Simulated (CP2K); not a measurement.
# Short convergence ladders for a (110) slab of CsPbBr3 (cut from a parent of space group no. 221; 10 atoms in the cell)

```yaml
crystal:
  lattice:
    - [5.84065, 0.00000, 0.00000]
    - [0.00000, 8.25993, 0.00000]
    - [0.00000, 0.00000, 20.19491]
  atoms:
    - { symbol: Cs, position: [0.00000, 0.68110, 0.44888] }
    - { symbol: Pb, position: [0.50000, 0.18110, 0.44888] }
    - { symbol: Br, position: [0.50000, 0.93110, 0.34662] }
    - { symbol: Br, position: [0.50000, 0.43110, 0.34662] }
    - { symbol: Br, position: [0.00000, 0.18110, 0.44888] }
    - { symbol: Cs, position: [0.00000, 0.18110, 0.65338] }
    - { symbol: Pb, position: [0.50000, 0.68110, 0.65338] }
    - { symbol: Br, position: [0.50000, 0.43110, 0.55112] }
    - { symbol: Br, position: [0.50000, 0.93110, 0.55112] }
    - { symbol: Br, position: [0.00000, 0.68110, 0.65338] }
```

Base method: LDA (Pade form), GPW, DZVP-MOLOPT-SR-GTH basis, GTH-PADE potentials (GTH_POTENTIALS) (CP2K).

Base settings: CUTOFF = 500 Ry; REL_CUTOFF = 50 Ry; SMEAR/METHOD = FERMI_DIRAC; ELECTRONIC_TEMPERATURE = 116.05 K; KPOINTS/SCHEME = MONKHORST-PACK 2 2 1; GAMMA_CENTERED = T; XC_FUNCTIONAL = PADE; Cs/BASIS_SET = DZVP-MOLOPT-SR-GTH; Cs/POTENTIAL = GTH-PADE-q9; Pb/BASIS_SET = DZVP-MOLOPT-SR-GTH.

Core times come from one kind of shared machine, to one figure; runs under 30 s give none.

**The vacuum**

The mesh stays at the base's, so the ladder's end is converged at best in this setting alone.

Only quantities that move along the ladder and can be compared are tabulated; forces are left out, as grid noise moves with the cell; the gap is left out on so coarse a mesh.

```csv
vacuum between outermost atoms (Å),free energy less the last step's (meV/atom),core time / last (rough)
3.0,-214.18,0.2
4.0,-136.92,0.2
5.0,-95.20,0.2
6.0,-71.76,0.3
7.0,-56.83,0.3
8.0,-46.37,0.3
10.0,-32.65,0.4
12.0,-24.03,0.5
14.0,-18.05,0.5
17.0,-11.92,0.6
20.0,-7.72,0.7
25.0,-3.04,0.8
30.0,0.00,1
```

Smallest vacuum between outermost atoms (Å) that holds the free energy within 5 meV/atom: not settled: the last two steps still differ by 3.0 meV/atom, over half the tolerance, so the ladder does not show it.

**The k-point mesh**

Moved along: GAMMA_CENTERED.

Only quantities that move along the ladder and can be compared are tabulated.

```csv
KPOINTS/SCHEME,free energy less the last step's (meV/atom),largest difference of a force vector from the last step's (eV/Å)
default,-227.52,0.264
MONKHORST-PACK 2 1 1,85.05,0.235
MONKHORST-PACK 2 2 1,44.42,0.159
MONKHORST-PACK 3 2 1,-6.88,0.042
MONKHORST-PACK 4 3 1,2.13,0.017
MONKHORST-PACK 5 4 1,-0.46,0.006
MONKHORST-PACK 6 4 1,0.17,0.003
MONKHORST-PACK 7 5 1,-0.03,0.001
MONKHORST-PACK 8 6 1,0.02,0.000
MONKHORST-PACK 9 7 1,0.00,0.000
MONKHORST-PACK 11 8 1,0.00,0.000
```

Coarsest KPOINTS/SCHEME that holds the free energy within 1 meV/atom of the last step, with all finer ones: MONKHORST-PACK 5 4 1; the step before is off by 2.1 meV/atom.

Coarsest KPOINTS/SCHEME that holds the forces within 0.01 eV/Å of the last step, with all finer ones: MONKHORST-PACK 5 4 1; the step before is off by 0.017 eV/Å.

On the base run: the starting cell has typed, rounded lattice constants, without a prior relaxation at this level. The slab is cut from that crystal, and its faces are unrelaxed. Its lattice was rescaled by up to half a per cent. Spin polarisation is off, though cut faces can carry moments; a gap of a slab can lie between surface states. The two faces of this cut differ, and no dipole correction was used. Values carry the incompleteness of an atom-centred basis. In the base run, forces exceed 1 eV/Å.
